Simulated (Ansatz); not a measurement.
SnTe: response to strain

Start from SnTe in the rock salt structure (space group Fm-3m, No. 225; a = 6.370 Å). Axes: x, y, z lie along the cube axes.

Strains are applied to the cell and any free atomic positions relax; under biaxial strain the out-of-plane vector relaxes too; under stress the whole cell relaxes.

The values are results of r2SCAN (Ansatz, a first-principles code), without spin-orbit coupling, not measurements.

Notes on the quantities. pressure: mean of the normal stresses, compression positive; energy relative to the base: free energy F.

| change | gap character | pressure | energy relative to the base | band gap |
|---|---|---|---|---|
| base | direct at L | 0.0 GPa | 0 meV/atom | 0.13 eV |
| biaxial strain −3.24 %, plane normal [111], relaxed out of plane | – | 1.5 GPa | +15 meV/atom | zero |
| biaxial strain +0.63 %, plane normal [111], relaxed out of plane | indirect, L → T | -0.29 GPa | +0.6 meV/atom | 0.06 eV |
| isotropic strain +1.49 % | direct at L | -1.77 GPa | +8.4 meV/atom | 0.26 eV |
| isotropic strain +1.72 % | direct at L | -2.01 GPa | +11 meV/atom | 0.28 eV |
| isotropic strain +2.01 % | direct at L | -2.31 GPa | +15 meV/atom | 0.30 eV |
| uniaxial strain ε_yy = −2.32 % | – | 1.2 GPa | +7.5 meV/atom | zero |
| uniaxial strain ε_yy = −0.85 % | direct at N | 0.39 GPa | +1.0 meV/atom | 0.10 eV |
| uniaxial strain ε_yy = −0.13 % | direct at N | 0.06 GPa | 0.0 meV/atom | 0.13 eV |
| uniaxial stress, 1 GPa compression along z | direct at N | – | +0.7 meV/atom | 0.10 eV |

With Te present, leaving out spin-orbit coupling can change the band edges. Beyond what the load breaks, stability against distortions was not tested. The final runs are not spin-polarised. The zero or small gap of SnTe can change with the level of theory. k-point labels follow each cell's own Brillouin zone.
